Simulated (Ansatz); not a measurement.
Consider the following.

End structure of a constructed model of the (110) surface of bcc V, a layer of Si in place of the second plane (bottom of the slab: a bare face, its two planes held):

```yaml
crystal:
  lattice:
    - [2.59563, 0.00000, 0.00000]
    - [-0.86521, 2.44719, 0.00000]
    - [0.00000, 0.00000, 26.50000]
  atoms:
    - { symbol: V, position: [0.50000, 0.50000, 0.30957] }
    - { symbol: V, position: [0.00000, 0.00000, 0.38955] }
    - { symbol: V, position: [0.50000, 0.50000, 0.46878] }
    - { symbol: V, position: [0.00000, 0.00000, 0.54806] }
    - { symbol: Si, position: [0.50000, 0.50000, 0.62280] }
    - { symbol: V, position: [0.00000, 0.00000, 0.69542] }
```

Slab: 6 atoms, 10.1 Å thick at the start (thin: gaps and levels are the slab's own); k 15x15x1, smearing 0.1 eV, dipole-corrected; 2 atoms held, the rest relaxed; start symmetry kept, larger cells not searched; no spin, no spin-orbit, no U. It is one candidate, not shown to be the stable structure of the face.

**Question.** Predict the work function of the top face from PBE (Ansatz, a first-principles code).

**Answer.** 5.10 eV
